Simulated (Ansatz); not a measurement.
We consider HfGeO₃ (model structure, started from the PbTiO3 type, P4mm, No. 99, 5 atoms in the cell), described by HSE06+SOC (PAW; Ansatz, a quantum-chemistry and plane-wave program).

Numerical settings: plane-wave cutoff 460 eV, 6×6×6 k mesh, Fermi–Dirac smearing 0.01 eV, PAW data made under PBE.

Cell (relaxed with PBEsol):

HfGeO3 is taken in the tetragonal space group P4mm (No. 99), Pearson symbol tP5. Lattice parameters: a = b = 3.996 Å, c = 4.246 Å, α = β = γ = 90.00°. Hf on 1b has 1 O at 1.917 Å and 4 O at 2.056 Å and 1 O at 2.329 Å and 4 Ge at 3.252 Å and 4 Ge at 3.864 Å. Ge on 1a has 4 O at 2.294 Å and 4 Hf at 3.252 Å and 4 Hf at 3.864 Å. O1 on 2c has 2 Hf at 2.056 Å and 2 Ge at 2.294 Å. O2 on 1b is surrounded by 1 Hf at 1.917 Å and 1 Hf at 2.329 Å (linear). (Neighbours: up to the widest gap in distance over summed covalent radii, below 1.35, at either atom; cation-cation and far metal-metal contacts left out.)

**Question.** What does this level give for the band gap, smallest direct gap on the k points sampled and direct gap at Γ?

**Answer.** 
- band gap: 2.31 eV (on the SCF k mesh) (indirect)
- smallest direct gap on the k points sampled: 3.50 eV
- direct gap at Γ: 5.14 eV

Note: the relaxation could raise the start's symmetry but not lower it, so the cell can be a saddle point; cell and atoms aren't relaxed at this level (largest force component 0.15 eV/Å, pressure 1.0 GPa).

The result took around 15 core-minutes (rough).

A model structure was made by putting elements into a prototype or built by hand; it is no filed structure, need not be a known phase, and can be a saddle point held by its symmetry.
